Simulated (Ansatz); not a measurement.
## Hypothetical fluorite TeO2 under a change: electrons 1.0×10^22 cm⁻³

Base system: TeO2 in the fluorite structure (space group Fm-3m, No. 225; a = 5.324 Å; a hypothetical phase, not in the database extracts checked).

It is then changed as follows: 0.377 electrons added to each cell, a density of 1.0×10^22 cm⁻³, with a uniform compensating background at fixed cell and a 300 K Fermi–Dirac width.

Method: PBEsol (Ansatz, a first-principles code; PAW; 420 eV plane waves; spin-orbit coupling left out). Γ-centred 19×19×19 mesh, Fermi–Dirac width 0.0259 eV.

Gap between the host's bands: 0.64 eV (base 0.73 eV)
Valley order (the lowest conduction-band minima on the path, energy above the VBM, named in the base's zone): a point along ⟨100⟩, about 0.6 Å⁻¹ from Γ 0.64 eV; a point along ⟨110⟩, about 0.2 Å⁻¹ from Γ 1.64 eV (base a point along ⟨100⟩, about 0.7 Å⁻¹ from Γ 0.73 eV; a point along ⟨110⟩, about 0.2 Å⁻¹ from Γ 1.71 eV)
Fermi level relative to the doped band's edge (positive inside the band; to 0.05 eV): +1.05 eV

Final structure:

```yaml
crystal:
  lattice:
    - [0.00000, 2.66186, 2.66186]
    - [2.66186, 0.00000, 2.66186]
    - [2.66186, 2.66186, 0.00000]
  atoms:
    - { symbol: Te, position: [0.00000, 0.00000, 0.00000] }
    - { symbol: O, position: [0.25000, 0.25000, 0.25000] }
    - { symbol: O, position: [0.75000, 0.75000, 0.75000] }
```
Cell charge -0.377212.

Cost of the whole job for the changed cell (relaxation, final SCF and bands): roughly 11 core-seconds.

Carriers are added with a uniform compensating background; total energy and stress of such cells depend on the potential's zero and are not compared; many-body gap narrowing is missing at this level. Spin-orbit coupling, missing from the scalar runs, can matter with Te. No phonon test of stability was made.
